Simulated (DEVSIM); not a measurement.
**CdS/CdTe n-p heterojunction**

Structure: CdS/CdTe n-p heterojunction, at 300 K.

```
layer (left to right)  material  thickness (μm)  Nd (cm⁻³)  Na (cm⁻³)   τn (s)   τp (s)
---------------------  --------  --------------  ---------  ---------  -------  -------
1                           CdS            2.70     1.3e16          -  6.2e-10  6.2e-10
2                          CdTe           0.170          -     4.3e17  6.2e-10  6.2e-10
```

Left contact: ohmic. Right contact: ohmic. Voltage is applied to the left contact. Recombination: SRH at mid-gap, Auger. Mobility is μmin + (μ − μmin)/(1 + (N/Nref)^α).

Constants are typed, rounded textbook-type inputs, not results; the design itself was drawn at random and stands for no fabricated device. Values at 300 K.

```
parameter         CdS    CdTe
-------------  ------  ------
gap (eV)          2.4     1.5
affinity (eV)     4.3    4.28
permittivity        9    10.2
Nc (cm⁻³)      2.2e18    8e17
Nv (cm⁻³)      1.8e19  1.8e19
μn (cm²/Vs)       300    1000
μp (cm²/Vs)        25      80
μn,min             30     100
μp,min              3      10
Nref,n           1e17    1e17
Nref,p           1e17    1e17
αn                0.6     0.6
αp                0.6     0.6
Cn (cm⁶/s)      1e-30   1e-30
Cp (cm⁶/s)      1e-30   1e-30
```

DEVSIM, 1D drift-diffusion, Boltzmann statistics, complete ionisation; no tunnelling, impact ionisation, image-force lowering or self-heating. Band offsets follow the typed affinities; no thermionic-emission limit at abrupt steps, no polarisation charge.

The potential step across the device at zero bias is 1.251 V and the largest field in the device at zero bias is 78000 V/cm. The dark forward voltage at 1 A/cm² is 1.115 V. The dark forward voltage at 100 A/cm² is 1.290 V.

Small-signal capacitance in reverse bias (quasi-static):

```tsv
V (V)	C (nF/cm²)
0.4	22.4
1	19.1
2	15.9
3	13.9
4	12.5
6	10.6
8	9.37
10	8.50
13	7.55
16	6.86
20	6.17
```

Dark forward current:

(V (V), J (A/cm²)): (-0.30, -2.4e-14); (-0.35, -1.5e-13); (-0.40, -1.1e-12); (-0.50, -5.0e-11); (-0.55, -3.5e-10); (-0.60, -2.4e-9); (-0.65, -1.7e-8); (-0.75, -7.9e-7); (-0.80, -5.4e-6); (-0.85, -3.7e-5); (-0.90, -0.00026); (-0.95, -0.0018); (-1.05, -0.084); (-1.10, -0.57); (-1.15, -3.7); (-1.20, -18); (-1.30, -120); (-1.35, -190); (-1.40, -260); (-1.45, -340); (-1.50, -420); (-1.60, -590); (-1.65, -680); (-1.70, -770); (-1.75, -860); (-1.85, -1000); (-1.90, -1100); (-1.95, -1200)
